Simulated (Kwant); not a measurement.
Model system: wire with a side stub in a GaN two-dimensional gas. Effective mass 0.22 mₑ, grid spacing 3.3 nm, hard walls, nominal width 80 nm (25 grid rows, so walls 85.8 nm apart), one parabolic valley, scattering region 240 nm long along x; energies count from the band bottom; Fermi energy swept from 0.00021365 to 0.0025371 eV. Closed stub on one side, 54 nm wide and 130 nm deep.

The device is made up for the run: typed textbook-type constants, with dimensions and the other settings drawn at random.

Model: effective-mass tight-binding model on a square grid, one spin, coherent transport at 0 K (Kwant). Conductance is in e²/h.

Problem. How many channels do the leads carry at E = 1.68, 2.26 meV?

Solution. The hard-wall thresholds are n² ħ²π²/(2mW²) = n² × 0.232 meV with W = 85.8 nm. √(1.68/0.232) = 2.69, so 2. √(2.26/0.232) = 3.12, so 3.
